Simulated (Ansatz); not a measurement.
Band-edge transport in semiconductors and insulators: compounds that share space group Fm-3m and stoichiometry, PBEsol, rigid bands (Ansatz, a quantum-chemistry and plane-wave program); geometry: cell and atoms relaxed with PBEsol.

```tsv
Compound	volume per atom (Å³)	band gap	electron conductivity mass	Seebeck coefficient, n-type 1e19 cm⁻³
Rb2TiCl6	27.0	2.12 eV	3.2 mₑ	-547 μV/K
K2PtBr6	29.9	0.98 eV	?	-283 μV/K
Rb2NiF6	16.6	1.79 eV	5.0 mₑ	-544 μV/K
Rb2PtCl6	26.9	?	0.76 mₑ	?
Cs2PdF6	20.1	2.33 eV	4.9 mₑ	?
```

Task: Complete the blanks.

Result: 
- K2PtBr6, electron conductivity mass: 0.45 mₑ
- Rb2PtCl6, band gap: 1.80 eV
- Rb2PtCl6, Seebeck coefficient, n-type 1e19 cm⁻³: -347 μV/K
- Cs2PdF6, Seebeck coefficient, n-type 1e19 cm⁻³: -535 μV/K

Masses are for dilute carriers at 300 K, harmonic means over directions unless an axis is named. Seebeck coefficients are for the stated density at 300 K, with one relaxation time for all states and whether or not that doping can be reached. Spin-orbit coupling is left out.

Formula and space group known from diffraction (Crystallography Open Database), not checked to be the room-temperature form: Cs2PdF6 (Fm-3m), K2PtBr6 (Fm-3m), Rb2NiF6 (Fm-3m), Rb2PtCl6 (Fm-3m), Rb2TiCl6 (Fm-3m). Treated as nonmagnetic, magnetic states not searched for: Rb2NiF6 (Fm-3m). The missing spin-orbit coupling matters most for K2PtBr6 (Fm-3m), Rb2PtCl6 (Fm-3m).
